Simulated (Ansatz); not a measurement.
The reference is HgTe in the zinc blende structure (space group F-43m, No. 216).

```
CELL_PARAMETERS angstrom
      0.00000     3.25489     3.25489
      3.25489     0.00000     3.25489
      3.25489     3.25489     0.00000
ATOMIC_POSITIONS crystal
  Te 0.75000 0.75000 0.75000
  Hg 0.00000 0.00000 0.00000
```

Cartesian axes are those of the cell as printed.

Method: PBEsol in Ansatz (plane waves to 420 eV, PAW, scalar-relativistic without spin-orbit coupling).

For the base:

| Item | Result |
|---|---|
| Pressure | 0.0 GPa |
| Shortest interatomic distance | 2.819 Å |

Now apply this change: the cell is compressed by 2.93 % along x with no lateral relaxation, atoms relaxed at fixed cell.

Problem. Predict the new energy relative to the base.

Solution. The energy increases by 5.0 meV/atom.

Problem. Estimate the effect on the pressure.

Solution. The pressure (mean of the normal stresses, compression positive) goes from zero to 1.3 GPa.

Problem. Predict the new shortest interatomic distance.

Solution. The shortest interatomic distance decreases by 0.027 Å (2.819 Å → 2.792 Å).

The cells carry an imposed strain or load. Stability against distortions was not tested. All final runs are without spin polarisation.

Ansatz is a program for electronic structure.
